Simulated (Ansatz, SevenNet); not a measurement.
C axis length (Å) of solids drawn from the class of silicides and borides, at two levels: the machine-learned potential SevenNet-l3i5 (trained on PBE and PBE+U data), and r²SCAN in Ansatz (plane waves, PAW).

```csv
solid,SevenNet-l3i5,r²SCAN,shift (%)
C11b WSi2,7.860,7.804,-0.71
AlB2-type HfB2,3.487,3.479,-0.23
AlB2-type MgB2,3.523,3.511,-0.34
C11b MoSi2,7.873,7.818,-0.70
AlB2-type ZrB2,3.555,3.551,-0.11
AlB2-type TiB2,3.233,3.222,-0.34
```

The shifts run from -0.71 % to -0.11 %, with a median of -0.34 %.

Of 6 rows, r²SCAN is the larger in 0 and the smaller in 6.

Ansatz's runs of these crystals have no spin polarisation.

Spin–orbit coupling is left out, also for the solids with elements from indium on (C11b WSi2, AlB2-type HfB2); its size isn't shown.

Ansatz's density-functional and Hartree–Fock values are scalar-relativistic unless marked +SOC, with PAW data made under PBE.

Ansatz is a quantum-chemistry and plane-wave program.
